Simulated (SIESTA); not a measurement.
A self-consistent single point of Ir3Os (Pm-3m, 4 atoms in the cell) with SIESTA.

Computed with LDA PW92, numerical atomic orbitals DZP, PseudoDojo LDA standard norm-conserving potentials (rewritten from UPF to PSML) run with SIESTA 5.4.2.

```xyz
4
Lattice="3.8481 0.0000 0.0000 0.0000 3.8481 0.0000 0.0000 0.0000 3.8481" Properties=species:S:1:pos:R:3 pbc="T T T"
Os     0.0000     0.0000     0.0000
Ir     0.0000     1.9240     1.9240
Ir     1.9240     0.0000     1.9240
Ir     1.9240     1.9240     0.0000
```

Reference input (self-consistent single point, DFT, GGA PBEsol, numerical atomic orbitals DZP, PseudoDojo PBEsol standard norm-conserving potentials (rewritten from UPF to PSML)): XC.functional = GGA; XC.authors = PBEsol; potentials = PseudoDojo PBEsol standard; PAO.BasisSize = DZP; PAO.EnergyShift = 0.01 Ry; MeshCutoff = 350 Ry; kgrid.MonkhorstPack = 11 11 11; OccupationFunction = FD; ElectronicTemperature = 100 meV; MaxSCFIterations = 150; SCF.Mixer.Method = Pulay; SCF.Mixer.Weight = 0.1. This run's input differs from it in these lines:

```diff
@@ -1,2 +1,2 @@
-# files in the folder: Os.psml Ir.psml (PseudoDojo PBEsol standard)
+# files in the folder: Os.psml Ir.psml (PseudoDojo LDA standard)
 SystemName  Ir3Os
@@ -24,4 +24,4 @@
 
-XC.functional                GGA
-XC.authors                   PBEsol
+XC.functional                LDA
+XC.authors                   PW92
 PAO.BasisSize                DZP
```

Output (repeated stretches shortened):

```
        iscf     Eharris(eV)        E_KS(eV)     FreeEng(eV)     dDmax    Ef(eV) dHmax(eV)
   scf:    1   -12106.903527   -12116.545209   -12116.640373  1.660248  0.462826 14.935653
   scf:    2   -12137.845531   -12129.364051   -12129.461166  0.409824  0.053682  9.419006
   scf:    3   -12135.111104   -12133.504183   -12133.614881  0.324843 -0.424811  6.451094
   scf:    4   -12131.821968   -12134.264986   -12134.375589  0.531981 -1.500321  5.700489
   scf:    5   -12135.113232   -12135.761739   -12135.881462  0.153075 -1.555080  1.383230
   [... 3 lines left out ...]
   scf:    9   -12135.855605   -12135.855743   -12135.973609  0.000718 -1.546073  0.054587
   scf:   10   -12135.855849   -12135.855810   -12135.973714  0.000548 -1.546155  0.028298
   scf:   11   -12135.855766   -12135.855806   -12135.973755  0.000698 -1.546627  0.000195
   scf:   12   -12135.855806   -12135.855806   -12135.973755  0.000001 -1.546630  0.000105
SCF Convergence by DM+H criterion
max |DM_out - DM_in|         :     0.0000011009
max |H_out - H_in|      (eV) :     0.0001048208
SCF cycle converged after 12 iterations

Using DM_out to compute the final energy and forces

siesta: E_KS(eV) =           -12135.8558

siesta: E_KS - E_eggbox =    -12135.8558

siesta: Atomic forces (eV/Ang):
     1    0.000000    0.000000    0.000000
     2    0.000000    0.000000   -0.000000
     3    0.000000   -0.000000   -0.000000
     4   -0.000000   -0.000000   -0.000000
   Tot    0.000000   -0.000000    0.000000
   Max    0.000000
   Res    0.000000    sqrt( Sum f_i^2 / 3N )
   Max    0.000000    constrained

Stress tensor Voigt[x,y,z,yz,xz,xy] (kbar):      127.01      127.01      127.01        0.00        0.00       -0.00
(Free)E + p*V (eV/cell)   -12140.4909
   [... lines left out ...]
siesta: FreeEng =    -12135.973755
   [... lines left out ...]
siesta:     0.079275   -0.000000    0.000000
siesta:    -0.000000    0.079275    0.000000
siesta:     0.000000    0.000000    0.079275

siesta: Cell volume =         56.980846 Ang**3

siesta: Pressure (static):
siesta:                Solid            Molecule  Units
siesta:          -0.00086342         -0.00086342  Ry/Bohr**3
siesta:          -0.07927513         -0.07927513  eV/Ang**3
siesta:        -127.01276422       -127.01276422  kBar
```

The run converged in 12 iterations. Against the reference run the pressure goes from -7.63 to -12.70 GPa.

The starting cell comes from a database of computed structures (which also holds hypothetical and non-ambient phases and stackings), without a prior relaxation at this level. Spin polarisation is off. Values carry the incompleteness of an atom-centred basis. With a pressure of about -13 GPa the cell is away from its equilibrium volume at this level.

Cost on one core of a shared machine: roughly 70 s.
